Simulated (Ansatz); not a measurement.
Base system: CdS in the zinc blende structure (space group F-43m, No. 216; a = 5.9266 Å).

Perturbation: hydrostatic tension (pressure −1 GPa).

Levels (all Ansatz, an electronic-structure program, PAW): PBE (420 eV, without spin-orbit coupling); HSE06+SOC (420 eV, with spin-orbit coupling).

The geometry is relaxed with PBE.

* **PBE band gap**: 1.00 eV
* **PBE valence-band top at Γ**: 0.00, 0.00, 0.00 eV

**Question.** How does going to HSE06+SOC change the band gap and valence-band top at Γ?

**Answer.** The band gap grows by 0.97 eV to 1.97 eV; the valence-band top at Γ (three highest Kramers pairs, from the VBM) becomes 0.00, 0.00, -0.07 eV (PBE: 0.00, 0.00, 0.00 eV). The threefold valence maximum splits by Δso ≈ 0.07 eV.

Single points use the geometry relaxed with PBE. The spin-orbit shifts are approximate. Load acts through the strain it causes; cell and atoms are relaxed under it. No phonon test of stability was made.
